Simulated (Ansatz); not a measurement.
Functionals compared on Cl on the 1x1 (101) surface of anatase TiO2 (cut with top plane O), one in a 2x1 cell, started at the site 'top O #2', in Ansatz (plane waves, PAW). The structure was relaxed with PBE; the other rows are single points on it, each with its references at the same level. Cutoff 420 eV (500 eV for r2SCAN). The points keep PBE's geometry, so the relaxation of a polaron and the settling of charge on one site are left out.

Host crystal: anatase TiO2, with a band gap (PBE, scalar-relativistic without spin-orbit coupling).

Model: 37-atom slab, 9.4 Å thick at the start under the adsorbate (thin: gaps and levels are the slab's own), 3x4x1 mesh, Fermi-Dirac 0.01 eV, dipole correction, 14 atoms held, the rest relaxed; no symmetry held; spin-polarised, ending with about 1.0 μB a cell; orders that need a larger cell were not tried, no spin-orbit, no U, no dispersion correction. At the end it is bonded to Ti. In PBE it is, or lies within 0.03 eV of, the lowest of the starts that converged. These notes are the PBE run's. r2SCAN: The program's check for a lower electronic state was not made. Adsorption energies are against ½ Cl2(g). A negative adsorption energy means that the adsorbate is more stable on the surface than in its reference.

```csv
functional,adsorption energy (eV),gap of the slab on its k-mesh (eV),highest filled level below the top vacuum level (eV),magnetic moment of the cell (μB),rough cost of the single point
PBE,0.91,0.88,7.85,1.00,–
RPBE,[?],[?],[?],1.00,about 10 core-minutes (a rough figure)
r2SCAN,0.74,1.33,8.16,1.00,very roughly 14 core-minutes
```

Complete the blanks.


- RPBE, adsorption energy (eV): 1.03
- RPBE, gap of the slab on its k-mesh (eV): 0.91
- RPBE, highest filled level below the top vacuum level (eV): 7.77

Ansatz is a program for electronic structure.
